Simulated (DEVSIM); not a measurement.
Device: abrupt Si n-p junction, at 350 K.

| layer (left to right) | material | thickness (μm) | Nd (cm⁻³) | Na (cm⁻³) | τn (s) | τp (s) |
|---|---|---|---|---|---|---|
| 1 | Si | 0.230 | 3.9e18 | - | 7.5e-6 | 7.5e-6 |
| 2 | Si | 180 | - | 9.9e17 | 7.5e-6 | 7.5e-6 |

Left contact: ohmic. Right contact: ohmic. Voltage is applied to the left contact. Recombination: SRH at mid-gap, Auger. Gap narrowing is on: ΔEg = 6.92 meV × (l + √(l² + 0.5)), l = ln(N/1.3e17 cm⁻³), shared equally by both band edges. Mobility is μmin + (μ − μmin)/(1 + (N/Nref)^α).

Constants are typed, rounded textbook-type inputs, not results; the design itself was drawn at random and stands for no fabricated device. Values at 300 K; Nc and Nv go as T^1.5, mobilities as T to minus their exponent, the gap by Varshni's rule with the affinity fixed.

| parameter | Si |
|---|---|
| gap (eV) | 1.124 |
| affinity (eV) | 4.05 |
| permittivity | 11.7 |
| Nc (cm⁻³) | 2.86e19 |
| Nv (cm⁻³) | 3.1e19 |
| μn (cm²/Vs) | 1417 |
| μp (cm²/Vs) | 470 |
| μn,min | 52 |
| μp,min | 45 |
| Nref,n | 9.7e16 |
| Nref,p | 2.2e17 |
| αn | 0.68 |
| αp | 0.72 |
| T exponent of μn | 2.3 |
| T exponent of μp | 2.2 |
| Cn (cm⁶/s) | 2.8e-31 |
| Cp (cm⁶/s) | 9.9e-32 |
| Varshni α (eV/K) | 0.000473 |
| Varshni β (K) | 636 |

DEVSIM, 1D drift-diffusion, Boltzmann statistics, complete ionisation; no tunnelling, impact ionisation, image-force lowering or self-heating.

The doping Na of layer 2 was swept, all else fixed.

```
doping Na of layer 2 (cm^-3)  largest field in the device at zero bias (V/cm)  potential step across the device at zero bias (V)  dark forward voltage at 100 A/cm² (V)
----------------------------  -----------------------------------------------  -------------------------------------------------  -------------------------------------
3e16                                                                   110000                                              0.803                                  1.048
9.9e16                                                                 160000                                              0.838                                  1.001
3e17                                                                   270000                                              0.866                                  0.915
9.9e17                                                                 450000                                              0.895                                  0.826
3e18                                                                   670000                                              0.920                                  0.778
9.9e18                                                                 880000                                              0.948                                  0.749
```

From the first row to the last the largest field in the device at zero bias goes from 110000 to 880000. From the first row to the last the potential step across the device at zero bias goes from 0.803 to 0.948.
